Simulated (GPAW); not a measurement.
**Worked example: self-consistent single point of Sr3Zn (Pm-3m, 4 atoms in the cell) in GPAW**

Method: PBEsol, GPAW PAW datasets PBEsol (made by gpaw-setup) (plane waves; GPAW).

Input as run:

```python
from ase import Atoms
from ase.units import GPa
from gpaw import GPAW, PW, FermiDirac

atoms = Atoms(['Sr', 'Sr', 'Sr', 'Zn'],
              cell=[[5.461308, 0.000000, 0.000000],
                    [0.000000, 5.461308, 0.000000],
                    [0.000000, 0.000000, 5.461308]],
              scaled_positions=[[0.500000, 0.000000, 0.500000],
                                [0.000000, 0.500000, 0.500000],
                                [0.500000, 0.500000, 0.000000],
                                [0.000000, 0.000000, 0.000000]],
              pbc=True)

calc = GPAW(mode=PW(850),
            xc='PBEsol',
            kpts=(5, 5, 5),
            occupations=FermiDirac(0.05),
            nbands=-12,
            convergence={'density': 1e-05, 'energy': 1e-05},
            symmetry={'symmorphic': False, 'tolerance': 0.0005},
            maxiter=100,
            txt='-')

atoms.calc = calc

energy = atoms.get_potential_energy()
print('Energy (eV):', round(energy, 6))
forces = atoms.get_forces()
print('Forces (eV/Ang):')
print(forces.round(5))
stress = atoms.get_stress()
print('Stress (GPa, Voigt):', (stress / GPa).round(4))
```

Log, with long lists cut:

```
Input parameters:
  convergence: {density: 1e-05,
                energy: 1e-05}
  kpts: [5 5 5]
  maxiter: 100
  mode: {ecut: 850.0,
         name: pw}
  nbands: -12
  occupations: {fixmagmom: False,
                name: fermi-dirac,
                width: 0.05}
  symmetry: {symmorphic: False,
             tolerance: 0.0005}
  xc: PBEsol

species:
  Sr:
    name: Strontium
    Z: 38.0
    valence: 10
    core: 28
    charge: 0.0
    file: Sr.PBEsol.gz

    # Using partial waves for Sr as LCAO basis

  Zn:
    name: Zinc
    Z: 30.0
    valence: 12
    core: 18
    charge: 0.0
    file: Zn.PBEsol.gz

    # Using partial waves for Zn as LCAO basis

Reference energy: -308156.502545  # eV

Spin-paired calculation

Convergence criteria:
 Maximum [total energy] change in last 3 cyles: 1e-05 eV / valence electron
 Maximum integral of absolute [dens]ity change: 1e-05 electrons / valence electron
 Maximum integral of absolute [eigenst]ate change: 4e-08 eV^2 / valence electron
 Maximum number of scf [iter]ations: 100

Symmetries present (total): 48
Symmetries with fractional translations: 0
125 k-points: 5 x 5 x 5 Monkhorst-Pack grid
10 k-points in the irreducible part of the Brillouin zone
       k-points in crystal coordinates                weights
   0:     0.00000000    0.00000000    0.00000000          1/125
   1:     0.20000000    0.00000000    0.00000000          6/125
   2:     0.20000000    0.20000000    0.00000000         12/125
   [... 7 lines left out ...]

Wave functions: Plane wave expansion
  Cutoff energy: 850.000 eV
  Number of coefficients (min, max): 9093, 9198
  Pulay-stress correction: 0.000000 eV/Ang^3 (de/decut=0.000000)

Occupation numbers: Fermi-Dirac:
  width: 0.0500  # eV

Eigensolver

Densities:
  Coarse grid: 40*40*40 grid
  Fine grid: 80*80*80 grid
  Total Charge: 0.000000

Density mixing:
  Method: separate
  Backend: pulay
  Linear mixing parameter: 0.05
  old densities: 5
  Damping of long wavelength oscillations: 50

Hamiltonian:
  XC and Coulomb potentials evaluated on a 80*80*80 grid
  External potential:
    NoExternalPotential

XC parameters: PBEsol with 2 nearest neighbor stencil

Number of atoms: 4
Number of atomic orbitals: 24
Number of bands in calculation: 33
Number of valence electrons: 42
Bands to converge: occupied

Density initialized from atomic densities
  24 bands from LCAO basis set
  9 bands from random numbers

Atomic positions and initial magnetic moments

Positions:
   0 Sr     2.730654    0.000000    2.730654    ( 0.0000,  0.0000,  0.0000)
   1 Sr     0.000000    2.730654    2.730654    ( 0.0000,  0.0000,  0.0000)
   2 Sr     2.730654    2.730654    0.000000    ( 0.0000,  0.0000,  0.0000)
   3 Zn     0.000000    0.000000    0.000000    ( 0.0000,  0.0000,  0.0000)

Unit cell:
           periodic     x           y           z      points  spacing
  1. axis:    yes    5.461308    0.000000    0.000000    40     0.1365
  2. axis:    yes    0.000000    5.461308    0.000000    40     0.1365
  3. axis:    yes    0.000000    0.000000    5.461308    40     0.1365

  Lengths:   5.461308   5.461308   5.461308
  Angles:   90.000000  90.000000  90.000000

Effective grid spacing dv^(1/3) = 0.1365

     iter     time        total  log10-change:
                         energy   eigst   dens
iter:   1 --:--:--    -6.779316
iter:   2 --:--:--    -6.937297   -0.83  -1.47
iter:   3 --:--:--    -6.831220   -1.75  -1.49
iter:   4 --:--:--    -6.888965   -1.68  -1.65
iter:   5 --:--:--    -6.821904   -2.51  -1.89
iter:   6 --:--:--    -6.823650   -3.13  -2.37
iter:   7 --:--:--    -6.815712   -3.46  -2.37
iter:   8 --:--:--    -6.811433   -3.83  -2.64
iter:   9 --:--:--    -6.810721   -4.57  -3.07
iter:  10 --:--:--    -6.810553   -3.50  -3.15
iter:  11 --:--:--    -6.810194   -4.84  -3.41
iter:  12 --:--:--    -6.810210c  -6.27  -3.56
iter:  13 --:--:--    -6.810225c  -6.83  -3.58
iter:  14 --:--:--    -6.810259c  -6.25  -3.63
iter:  15 --:--:--    -6.810235c  -6.32  -3.65
iter:  16 --:--:--    -6.810231c  -6.24  -3.83
iter:  17 --:--:--    -6.810217c  -6.45  -4.02
iter:  18 --:--:--    -6.810199c  -5.53  -4.06
iter:  19 --:--:--    -6.810201c  -6.06  -4.35
iter:  20 --:--:--    -6.810200c  -7.22  -4.47
iter:  21 --:--:--    -6.810191c  -7.11  -4.60
iter:  22 --:--:--    -6.810192c  -7.89c -4.81
iter:  23 --:--:--    -6.810193c  -8.08c -4.81
iter:  24 --:--:--    -6.810194c  -8.34c -4.85
iter:  25 --:--:--    -6.810194c  -7.91c -4.89
iter:  26 --:--:--    -6.810194c  -8.52c -5.21c

Converged after 26 iterations.

Dipole moment: (-0.000000, -0.000000, -0.000000) |e|*Ang

Energy contributions relative to reference atoms: (reference = -308156.502545)

Kinetic:         -2.917394
Potential:      +10.070920
External:        +0.000000
XC:             -13.376328
Entropy (-ST):   -0.052677
Local:           -0.561054
SIC:             +0.000000
--------------------------
Free energy:     -6.836532
Extrapolated:    -6.810194

Showing only first 2 kpts
 Kpt  Band  Eigenvalues  Occupancy
  0    19      4.22200    0.12665
  0    20      4.22200    0.12665
  0    21      4.87544    0.00000
  0    22      4.87544    0.00000

  1    19      3.61998    1.99983
  1    20      4.49239    0.00061
  1    21      4.62235    0.00005
  1    22      4.62235    0.00005

Fermi level: 4.08730

No gap
No difference between direct/indirect transitions
Energy (eV): -6.810194

Forces in eV/Ang:
  0 Sr    0.00000   -0.00000    0.00000
  1 Sr   -0.00000   -0.00000    0.00000
  2 Sr    0.00000    0.00000   -0.00000
  3 Zn    0.00000    0.00000    0.00000

Stress tensor:
     0.004148    -0.000000     0.000000
    -0.000000     0.004148     0.000000
     0.000000     0.000000     0.004148
Stress (GPa, Voigt): [ 0.6646  0.6646  0.6646  0.      0.     -0.    ]
```

The run converged in 26 iterations. GPAW prints stress with tension positive.

The starting cell comes from a database of computed structures (which also holds hypothetical and non-ambient phases and stackings), without a prior relaxation at this level. Its lattice was rescaled by a random factor within 2.5 % of one.

Cost on one core of a shared machine: roughly 60 s.
